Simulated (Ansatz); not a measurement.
The reference is YN in the rock salt structure (space group Fm-3m, No. 225; a = 4.8957 Å). Axes: x, y, z lie along the cube axes.

Calculations: plane-wave PAW DFT at the r2SCAN level (Ansatz, a quantum-chemistry and plane-wave program, 500 eV), scalar-relativistic without spin-orbit coupling.

Before the change:

* **Band gap**: 0.58 eV

It is then changed as follows: compressive biaxial strain of 2.59 % in the plane normal to [001], as in epitaxy on a mismatched substrate; the out-of-plane cell vector and the atoms relax.

Q: What does the calculation give for the in-plane stress, band gap and out-of-plane strain after the change?

A: The mean in-plane stress (compression positive) is +11.6 GPa; the band gap decreases by 0.16 eV to 0.42 eV; the out-of-plane strain amounts to +1.41 %.

Stability against distortions was not tested.
